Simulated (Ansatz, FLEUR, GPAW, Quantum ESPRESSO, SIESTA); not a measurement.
Code comparison for InSnTe2 (R-3m, 4 atoms in the cell)

Self-consistent single point.

```xyz
4
Lattice="2.2324 1.2889 7.2283 -2.2324 1.2889 7.2283 0.0000 -2.5778 7.2283" Properties=species:S:1:pos:R:3 pbc="T T T"
In     0.0000     0.0000     0.0000
Sn     0.0000     0.0000    10.8425
Te     0.0000     0.0000    16.2448
Te     0.0000     0.0000     5.4402
```

Shared settings, as Ansatz (an electronic-structure program) writes them: kpoints.mp_grid.grid = 5 5 5; scf.occupations.method = fermi_dirac; scf.occupations.width = 0.1 eV. Potentials and cutoffs stand in the table.

```json
[
 {"code": "FLEUR", "model": "LDA (Perdew-Zunger), all-electron FLAPW (FLEUR), scalar-relativistic valence", "pressure (GPa)": "–", "largest force (eV/Å)": "0.010", "cutoff": "Kmax 3.8 1/bohr"},
 {"code": "GPAW", "model": "LDA (Perdew-Wang 92), GPAW PAW datasets LDA (gpaw-data 1.0.1)", "pressure (GPa)": "-3.18", "largest force (eV/Å)": "0.008", "cutoff": "550 eV"},
 {"code": "SIESTA", "model": "LDA PW92, numerical atomic orbitals TZP, PseudoDojo LDA standard norm-conserving potentials (rewritten from UPF to PSML)", "pressure (GPa)": "-2.42", "largest force (eV/Å)": "0.032", "cutoff": "grid 350 Ry"},
 {"code": "Quantum ESPRESSO", "model": "LDA (PZ), GBRV 1.5 ultrasoft (LDA) pseudopotentials", "pressure (GPa)": "-3.18", "largest force (eV/Å)": "0.011", "cutoff": "40 Ry"},
 {"code": "Ansatz", "model": "LDA (PW92), PAW files made with PBE", "pressure (GPa)": "-2.82", "largest force (eV/Å)": "0.010", "cutoff": "default"}
]
```

A dash marks a value that a program does not give, or that is left out as unsure.

On Ansatz's run: spin-orbit coupling is off.

The spread over the programs that give each value: pressure within 0.76 GPa; largest force within 0.024 eV/Å.

SIESTA uses small atom-centred bases, whose incompleteness enters pressures, forces and empty levels differently from a plane-wave cutoff. FLEUR treats all electrons, but the usual bases taken here (sphere radii, linearisation, local orbitals, empty states) were not tested for convergence, so the values are no reference for the others. Ansatz's pressure is given at a fixed set of plane waves, as the other plane-wave codes print theirs. The same LDA comes in different parametrisations, which differ slightly.

On the base mesh (6 6 6) the same programs gave: Ansatz pressure -2.77 GPa; Quantum ESPRESSO pressure -3.12 GPa; GPAW pressure -3.12 GPa; SIESTA pressure -2.36 GPa.

The starting cell comes from a database of computed structures (which also holds hypothetical and non-ambient phases and stackings), without a prior relaxation at this level.

Left out of this page: CP2K (on another mesh).

Keys are those of Ansatz 0.2.
